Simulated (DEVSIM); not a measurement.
System: Pd/SiO2/n-GaAs capacitor, at 250 K.

Layer 1 from the left is SiO2, thickness (nm) 1.10. Layer 2 from the left is GaAs, thickness (nm) 3500, Nd (cm⁻³) 3.4e16.

Metal gate on the left, work function 5.2 eV. Fixed charge at the semiconductor interface -2.1e11 cm⁻² (in units of +e); no interface traps.

This is a model device: material constants are rounded textbook-type values typed into the input, and sizes, dopings and lifetimes were drawn at random. Values at 300 K; Nc and Nv go as T^1.5, mobilities as T to minus their exponent, the gap by Varshni's rule with the affinity fixed.

SiO2: gap (eV) 9, affinity (eV) 0.9, permittivity 3.9. GaAs: gap (eV) 1.424, affinity (eV) 4.07, permittivity 12.9, Nc (cm⁻³) 4.7e17, Nv (cm⁻³) 9e18, Varshni α (eV/K) 0.000541, Varshni β (K) 204.

Task: Estimate by hand the flat-band voltage, the threshold voltage, and compare with a numerical solution.

Result: 
- Flat-band voltage: C = 3.14 μF/cm², work-function difference 1.079 V; VFB = φms − qNf/C = 1.09 V; numerical 1.09 V.
- Threshold voltage: φF = 0.641 V, depletion charge √(4εqNφF) = 1.26e-7 C/cm²; VT = VFB − 2φF − Qd/C = -0.23 V; numerical -0.23 V.

Model (solved in DEVSIM): 1D Poisson equation in equilibrium, Boltzmann statistics, complete ionisation; no quantum confinement or tunnelling. Metal contacts follow the ideal Schottky-Mott rule: no Fermi-level pinning, no interface dipoles.
